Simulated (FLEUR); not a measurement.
A self-consistent single point of SrZn5 (P6/mmm, 6 atoms in the cell) with FLEUR.

Method of the run: LDA (Perdew-Zunger), all-electron FLAPW (FLEUR), scalar-relativistic valence run with FLEUR.

```
CELL_PARAMETERS angstrom
      5.48629     0.00000     0.00000
     -2.74315     4.75127     0.00000
      0.00000     0.00000     4.19856
ATOMIC_POSITIONS crystal
  Sr 0.00000 0.00000 0.00000
  Zn 0.66667 0.33333 0.00000
  Zn 0.33333 0.66667 0.00000
  Zn 0.50000 0.00000 0.50000
  Zn 0.50000 0.50000 0.50000
  Zn 0.00000 0.50000 0.50000
```

Reference input (self-consistent single point, DFT, PBEsol, all-electron FLAPW (FLEUR), scalar-relativistic valence): Kmax = 4.4 1/bohr; GmaxXC = 15.4 1/bohr; xcFunctional = PBEs; jspins = 1; l_soc = F; mode = hist; fermiSmearingEnergy = 0.00367493 Htr; mesh (inpgen div1-3) = 5 5 5; inpgen gamma flag = false; Gmax = 15.4 1/bohr; numbands = 0; maxIterBroyd = 25. This run's input differs from it in these lines:

```diff
@@ -18,3 +18,3 @@
 &comp jspins=1 /
-&exco xctyp='PBEs' /
+&exco xctyp='pz' /
 &kpt div1=5 div2=5 div3=5 /
@@ -31,3 +31,3 @@
       <coreElectrons ctail="T" frcor="F" kcrel="0" coretail_lmax="0"/>
-      <xcFunctional name="PBEs" relativisticCorrections="F"/>
+      <xcFunctional name="pz" relativisticCorrections="F"/>
       <magnetism jspins="1"/>
```

Output, abridged:

```
 Iteration:     1   Distance:       9.99153866 me/bohr^3
 Iteration:     2   Distance:       7.98121093 me/bohr^3
 Iteration:     3   Distance:       3.26615009 me/bohr^3
 Iteration:     4   Distance:       3.40815039 me/bohr^3
 Iteration:     5   Distance:       1.62115389 me/bohr^3
   [... 8 lines left out ...]
 Iteration:    14   Distance:       0.00039058 me/bohr^3
 Iteration:    15   Distance:       0.00008984 me/bohr^3
 Iteration:    16   Distance:       0.00003179 me/bohr^3
 Iteration:    17   Distance:       0.00000506 me/bohr^3
 Run finished successfully
 Stop message:
   Structural relaxation: Done

[file out, last iteration]
             iter=     18
[...]
          total density-effective poten   -1.9396419437E+04
          total charge density-energy d   -4.4623145953E+02
 Updated energy parameters for spin:           1
[...]
 fermi energy and band-weighting factors:

[...]
FERMIE:
          first approx. to ef    (T=0)  :   0.257122 htr   (energy of the highest occ. eigenvalue)
          number of occ. states  (T=0)  :        525
          first approx. to seigv (T=0)  :  -2.995989 htr
          sum of weights of occ. states :  35.072000
          sum of semicore charge        :   0.000000 e
FERHIS:  Fermi-Energy by histogram:
          bandgap                     :   0.001129 htr
   [... lines left out ...]
          charge neutrality (T=0)     :   0.144000    (zero if the highest occ. eigenvalue is "entirely" occupied)
     EF_NEWTON:  Adjust Fermi-Energy by Newton-Method.
 Direct bandgap for spin            1 :    4.7835528506202096E-003  Htr
 ---->    free energy=                    -12143.4779050448 htr
   [... lines left out ...]
 TOTAL FORCE FOR ATOM TYPE=  1  X=  0.000   Y=  0.000   Z=  0.000
                       FX_TOT= 0.000000 FY_TOT= 0.000000 FZ_TOT= 0.000000
 TOTAL FORCE FOR ATOM TYPE=  2  X= -5.184   Y=  2.993   Z=  0.000
                       FX_TOT= 0.000000 FY_TOT= 0.000000 FZ_TOT= 0.000000
 TOTAL FORCE FOR ATOM TYPE=  3  X=  5.184   Y=  0.000   Z=  3.967
                       FX_TOT= 0.000000 FY_TOT= 0.000000 FZ_TOT= 0.000000
 Structural relaxation: Done
```

The run converged in 17 iterations. FLEUR gives forces in its relaxation mode, with a further iteration, so its stop message speaks of a relaxation. 

The starting cell comes from a database of computed structures (which also holds hypothetical and non-ambient phases and stackings), without a prior relaxation at this level. Values depend on the basis (sphere radii, cutoffs, local orbitals), which need not be converged. The log's line on a gap gives a spacing of levels on this mesh, which the program prints for metals too.

These are the values that this program gave, and no reference: the default basis lacks the next d shell.

Cost on one core of a shared machine: roughly 3 min.
